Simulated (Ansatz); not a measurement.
BAs (model structure, started from the GeS type, Pnma, No. 62, 8 atoms in the cell), treated with PBEsol in Ansatz (plane waves, PAW).

Numerical settings: plane-wave cutoff 500 eV, 6×12×12 k mesh (along the axes of the cell as run), Fermi–Dirac smearing 0.05 eV, scalar-relativistic PAW data made under PBE.

Cell (relaxed at this level):

```cif
data_As4B4
_chemical_formula_sum 'B4 As4'
_space_group_name_H-M_alt 'P 1'
_space_group_IT_number 1
_cell_length_a 6.58732
_cell_length_b 3.40514
_cell_length_c 5.66513
_cell_angle_alpha 90.000
_cell_angle_beta 90.000
_cell_angle_gamma 90.000
loop_
_space_group_symop_operation_xyz
  'x, y, z'
loop_
_atom_site_label
_atom_site_type_symbol
_atom_site_fract_x
_atom_site_fract_y
_atom_site_fract_z
_atom_site_occupancy
B1 B 0.16006 0.25000 0.40079 1
B2 B 0.33994 0.75000 0.90079 1
B3 B 0.83994 0.75000 0.59921 1
B4 B 0.66006 0.25000 0.09921 1
As1 As 0.83678 0.25000 0.39126 1
As2 As 0.66322 0.75000 0.89126 1
As3 As 0.16322 0.75000 0.60874 1
As4 As 0.33678 0.25000 0.10874 1
```

### Question
Give the computed band gap.

### Answer

* **band gap**: 0.36 eV (on the SCF k mesh)

Note: the relaxation could raise the start's symmetry but not lower it, so the cell can be a saddle point.

Spin–orbit coupling is not included.

Computing time: very roughly 23 core-minutes.

A model structure was made by putting elements into a prototype or built by hand; it is no filed structure, need not be a known phase, and can be a saddle point held by its symmetry.

Ansatz is an electronic-structure program.
